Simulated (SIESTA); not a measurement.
**SIESTA run on NiBi (P6_3/mmc, 4 atoms in the cell): self-consistent single point**

Method: LDA PW92, numerical atomic orbitals TZP, PseudoDojo LDA standard norm-conserving potentials (rewritten from UPF to PSML) (SIESTA 5.4.2).

This input was run:

```
# files in the folder: Ni.psml Bi.psml (PseudoDojo LDA standard)
SystemName  NiBi
SystemLabel nibi

NumberOfAtoms                4
NumberOfSpecies              2
%block ChemicalSpeciesLabel
  1 28 Ni
  2 83 Bi
%endblock ChemicalSpeciesLabel
LatticeConstant              4.061936 Ang
%block LatticeVectors
     1.000000000    0.000000000    0.000000000
    -0.500000000    0.866025462    0.000000000
     0.000000000    0.000000000    1.273406080
%endblock LatticeVectors
AtomicCoordinatesFormat      Bohr
%block AtomicCoordinatesAndAtomicSpecies
     0.000000000    0.000000000    4.887298521  1
     0.000000000    0.000000000    0.000000000  1
    -0.000003838    4.431712334    2.443649260  2
     3.837977126    2.215852843    7.330947781  2
%endblock AtomicCoordinatesAndAtomicSpecies

XC.functional                LDA
XC.authors                   PW92
PAO.BasisSize                TZP
PAO.EnergyShift              0.01 Ry
MeshCutoff                   400 Ry
%block kgrid.MonkhorstPack
   10   0   0  0.0
    0  10   0  0.0
    0   0   7  0.0
%endblock kgrid.MonkhorstPack
OccupationFunction           FD
ElectronicTemperature        1160.45 K

MaxSCFIterations             150
SCF.Mixer.Method             Pulay
SCF.Mixer.Weight             0.1
SCF.Mixer.History            6
SCF.DM.Tolerance             1.0E-04
Diag.ParallelOverK           true
WriteForces                  true
Charge.Mulliken              end
```

Log, with long lists cut:

```
reinit: Reading from file input.fdf

reinit: System Name: NiBi
reinit: System Label: nibi

coor:   Atomic-coordinates input format  =     Cartesian coordinates
coor:                                            (in Bohr units)

siesta: Atomic coordinates (Bohr) and species
siesta:      0.00000   0.00000   4.88730  1        1
siesta:      0.00000   0.00000   0.00000  1        2
siesta:     -0.00000   4.43171   2.44365  2        3
siesta:      3.83798   2.21585   7.33095  2        4

siesta: System type = bulk

initatomlists: Number of atoms, orbitals, and projectors:      4    94   100

siesta: ******************** Simulation parameters ****************************
redata: Spin configuration                          = none
redata: Time-Reversal Symmetry                      = T
redata: Number of Atomic Species                    =        2
redata: Mesh Cutoff                                 =   400.0000 Ry
redata: Net charge of the system                    =     0.0000 |e|
redata: Min. number of SCF Iter                     =        0
redata: Max. number of SCF Iter                     =      150
redata: SCF convergence failure will abort job
redata: SCF mix quantity                            = Hamiltonian
redata: Mix DM or H after convergence               =   F
redata: Recompute H after scf cycle                 =   F
redata: Mix DM in first SCF step                    =   T
redata: No kicks to SCF
redata: DM Mixing Weight for Kicks                  =     0.5000
redata: Require Harris convergence for SCF          =   F
redata: Harris energy tolerance for SCF             =     0.000100 eV
redata: Require DM convergence for SCF              =   T
redata: DM tolerance for SCF                        =     0.000100
redata: Require EDM convergence for SCF             =   F
redata: EDM tolerance for SCF                       =     0.001000 eV
redata: Require H convergence for SCF               =   T
   [... lines left out ...]
diag: Parallel distribution                         =     1 x     1
diag: Used triangular part                          = Lower
diag: Absolute tolerance                            =  0.100E-15
diag: Orthogonalization factor                      =  0.100E-05
diag: Memory factor                                 =  1.0000

superc: Internal auxiliary supercell:     5 x     5 x     5  =     125
superc: Number of atoms, orbitals, and projectors:    500  11750  12500

                        Single-point calculation

superc: Internal auxiliary supercell:     5 x     5 x     5  =     125
superc: Number of atoms, orbitals, and projectors:    500  11750  12500

outcell: Unit cell vectors (Ang):
        4.061936    0.000000    0.000000
       -2.030968    3.517740    0.000000
        0.000000    0.000000    5.172494

outcell: Cell vector modules (Ang)   :    4.061936    4.061936    5.172494
outcell: Cell angles (23,13,12) (deg):     90.0000     90.0000    120.0000
outcell: Cell volume (Ang**3)        :     73.9089
new_DM -- step:     1
Initializing Density Matrix...

Attempting to read DM from file... Failed...
DM filled with atomic data:

InitMesh: MESH = 48 x 48 x 64 = 147456
InitMesh: Mesh cutoff (required, used) =   400.000   423.118 Ry

stepf: Fermi-Dirac step function
        iscf     Eharris(eV)        E_KS(eV)     FreeEng(eV)     dDmax    Ef(eV) dHmax(eV)
   scf:    1   -13520.150066   -13550.515997   -13550.624750  1.732098 -2.002773 19.779351
   scf:    2   -13570.481103   -13564.097940   -13564.186420  0.314936 -3.005954  5.556419
   scf:    3   -13565.466581   -13565.111299   -13565.191344  0.099686 -3.316403  2.494364
   scf:    4   -13565.644541   -13565.450777   -13565.535101  0.134521 -3.507134  0.589296
   scf:    5   -13565.474034   -13565.467972   -13565.553884  0.009515 -3.477880  0.122385
   scf:    6   -13565.470470   -13565.469353   -13565.555211  0.009246 -3.478891  0.079475
   scf:    7   -13565.469493   -13565.469452   -13565.555430  0.000607 -3.476666  0.042576
   scf:    8   -13565.469123   -13565.469333   -13565.555532  0.000935 -3.473819  0.005359
   scf:    9   -13565.469378   -13565.469356   -13565.555533  0.000137 -3.474151  0.001546
   scf:   10   -13565.469352   -13565.469354   -13565.555533  0.000026 -3.474109  0.000742
SCF Convergence by DM+H criterion
max |DM_out - DM_in|         :     0.0000257835
max |H_out - H_in|      (eV) :     0.0007423158
SCF cycle converged after 10 iterations

Using DM_out to compute the final energy and forces

siesta: E_KS(eV) =           -13565.4694

siesta: E_KS - E_eggbox =    -13565.4694

siesta: Atomic forces (eV/Ang):
     1    0.000000   -0.000000   -0.000001
     2    0.000000   -0.000000   -0.000000
     3    0.000017   -0.000010    0.000010
     4   -0.000017    0.000010   -0.000010
   Tot    0.000000   -0.000000   -0.000001
   Max    0.000017
   Res    0.000009    sqrt( Sum f_i^2 / 3N )
   Max    0.000017    constrained

Stress tensor Voigt[x,y,z,yz,xz,xy] (kbar):       27.51       27.51       16.98        0.00       -0.00        0.00
(Free)E + p*V (eV/cell)   -13566.6628
Target enthalpy (eV/cell)   -13565.5555

siesta: Program's energy decomposition (eV):
siesta: Ebs     =     -1960.452730
siesta: Eions   =     16443.886639
siesta: Ena     =       965.921062
siesta: Ekin    =      6441.936199
siesta: Enl     =     -2293.975678
siesta: Eso     =         0.000000
siesta: Edftu   =         0.000000
siesta: DEna    =        71.693341
siesta: DUscf   =         1.558364
siesta: DUext   =         0.000000
siesta: Ex      =     -2126.160875
siesta: Ec      =      -182.555127
siesta: Exc     =     -2308.716002
siesta: Eharris =    -13565.469352
siesta: Etot    =    -13565.469354
siesta: FreeEng =    -13565.555533

siesta: Stress tensor (static) (eV/Ang**3):
siesta:     0.017172    0.000000   -0.000000
siesta:     0.000000    0.017173    0.000000
siesta:    -0.000000    0.000000    0.010600

siesta: Cell volume =         73.908912 Ang**3

siesta: Pressure (static):
siesta:                Solid            Molecule  Units
siesta:          -0.00016317         -0.00016317  Ry/Bohr**3
siesta:          -0.01498150         -0.01498118  eV/Ang**3
siesta:         -24.00301515        -24.00249599  kBar

mulliken: Atomic and Orbital Populations:

Species: Ni
Atom  Qatom  Qorb
               3s      4s      4s      4s      3py     3pz     3px     4py
   [... lines left out ...]
   1 17.536   1.929  -0.135  -0.352   0.637   2.009   2.013   2.009   0.287
              0.294   0.287   1.851   1.853   1.751   1.853   1.851  -0.176

             -0.171  -0.175  -0.171  -0.176   0.045   0.031   0.115   0.031

              0.045
   2 17.536   1.929  -0.135  -0.352   0.637   2.009   2.013   2.009   0.287
              0.294   0.287   1.851   1.853   1.751   1.853   1.851  -0.176

             -0.171  -0.175  -0.171  -0.176   0.045   0.031   0.115   0.031

              0.045

Species: Bi
Atom  Qatom  Qorb
               6s      6s      6s      6py     6pz     6px     6py     6pz
               6px     6py     6pz     6px     5dxy    5dyz    5dz2    5dxz
               5dx2-y2 6dxy    6dyz    6dz2    6dxz    6dx2-y2
   3 15.464   1.125  -0.179   0.648   0.969   0.767   0.969  -0.236  -0.253
             -0.236   0.345   0.439   0.345   1.991   1.994   2.005   1.994

              1.991   0.178   0.165   0.099   0.165   0.178
   4 15.464   1.125  -0.179   0.648   0.969   0.767   0.969  -0.236  -0.253
             -0.236   0.345   0.439   0.345   1.991   1.994   2.005   1.994

              1.991   0.178   0.165   0.099   0.165   0.178

mulliken: Qtot =       66.000

Mulliken Atomic Populations:
Atom #   charge [q] valence [e]  Species
     1     0.463936   17.536064  Ni
     2     0.463927   17.536073  Ni
     3    -0.463931   15.463931  Bi
     4    -0.463931   15.463931  Bi
 Total    -0.000000
```

The run converged in 10 iterations.

The starting cell comes from a database of computed structures (which also holds hypothetical and non-ambient phases and stackings), without a prior relaxation at this level. Its lattice was rescaled by a random factor within 2.5 % of one. Spin polarisation is off. Values carry the incompleteness of an atom-centred basis.

Cost on one core of a shared machine: roughly 80 s.
